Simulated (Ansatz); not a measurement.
The structure below was relaxed with PBE/PAW in Ansatz (a quantum-chemistry and plane-wave program), no spin-orbit coupling, at pressure 0.3 GPa.

```
CELL_PARAMETERS angstrom
      0.00000     3.20425     3.20425
      3.20425     0.00000     3.20425
      3.20425     3.20425     0.00000
ATOMIC_POSITIONS crystal
  Ge 0.00000 0.00000 0.00000
  Mg 0.25000 0.25000 0.25000
  Mg 0.75000 0.75000 0.75000
```

Problem. Find the space group and the Wyckoff positions.

Solution. Space group Fm-3m (No. 225); a = 6.4085 Å, b = 6.4085 Å, c = 6.4085 Å, α = 90.00°, β = 90.00°, γ = 90.00°

```csv
atom,site,symmetry,x,y,z
Ge,4a,m-3m,0.0000,0.0000,0.0000
Mg,8c,-43m,0.2500,0.2500,0.2500
```

Load acts through the strain it causes; cell and atoms are relaxed under it. Stability against distortions was not tested. The cell was made from Mg2Ge in the anti-fluorite structure (space group Fm-3m, No. 225) by this change: pressure 0.3 GPa.
